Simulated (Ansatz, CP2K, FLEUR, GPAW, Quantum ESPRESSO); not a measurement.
Code comparison for PbSe2 (I4/mcm, 6 atoms in the cell)

Self-consistent single point, at a second geometry (lattice scaled by 0.98). First geometry:

```xyz
6
Lattice="-3.2205 3.2205 3.8803 3.2205 -3.2205 3.8803 3.2205 3.2205 -3.8803" Properties=species:S:1:pos:R:3 pbc="T T T"
Pb     0.0000     0.0000     1.9402
Pb     0.0000     0.0000     5.8205
Se     0.8362     4.0567     0.0000
Se     2.3843    -0.8362     3.8803
Se     2.3843     0.8362     0.0000
Se     0.8362     2.3843     3.8803
```

Shared settings, as Ansatz (an electronic-structure program) writes them: kpoints.mp_grid.grid = 4 4 4; scf.occupations.method = gaussian; scf.occupations.width = 0.0147 Ry. Potentials and cutoffs stand in the table.

```
code                                                                                             model  ΔF from the first geometry (meV/atom)  pressure (GPa)  largest force (eV/Å)           cutoff
----------------  ------------------------------------------------------------------------------------  -------------------------------------  --------------  --------------------  ---------------
FLEUR                     LDA (Perdew-Zunger), all-electron FLAPW (FLEUR), scalar-relativistic valence                                      –               –                 0.787  Kmax 3.9 1/bohr
Quantum ESPRESSO                                   LDA (PZ), GBRV 1.5 ultrasoft (LDA) pseudopotentials                                   -9.0            0.95                 0.624            40 Ry
Ansatz                                                             LDA (PW92), PAW files made with PBE                                   -8.7            1.01                 0.585          default
GPAW                                     LDA (Perdew-Wang 92), GPAW PAW datasets LDA (gpaw-data 1.0.1)                                   -9.5            0.90                 0.621           550 eV
CP2K              LDA (Pade form), GPW, TZVP-MOLOPT-SR-GTH basis, GTH-PADE potentials (GTH_POTENTIALS)                                   -6.5            1.23                 0.804      grid 400 Ry
```

A dash marks a value that a program does not give, or that is left out as unsure.

No clean gap comes from Quantum ESPRESSO, Ansatz, GPAW and CP2K: levels at the Fermi energy touch, overlap or are partly filled at this smearing.

On Ansatz's run: spin-orbit coupling is off.

The spread over the programs that give each value: ΔF from the first geometry within 3.0 meV/atom; pressure within 0.33 GPa; largest force within 0.219 eV/Å.

CP2K uses small atom-centred bases, whose incompleteness enters pressures, forces and empty levels differently from a plane-wave cutoff. FLEUR treats all electrons, but the usual bases taken here (sphere radii, linearisation, local orbitals, empty states) were not tested for convergence, so the values are no reference for the others. Ansatz's pressure is given at a fixed set of plane waves, as the other plane-wave codes print theirs. The same LDA comes in different parametrisations, which differ slightly. In the force vectors, FLEUR (by 0.166) and CP2K (by 0.182) lie more than 0.08 eV/Å from the median of the plane-wave programs.

The starting cell comes from a database of computed structures (which also holds hypothetical and non-ambient phases and stackings), without a prior relaxation at this level. Its lattice was rescaled by a random factor within 2.5 % of one. For this run, on top of that: lattice scaled by 0.98.

Left out of this page: Elk (not drawn, or without a comparable value).

Keys are those of Ansatz 0.2.
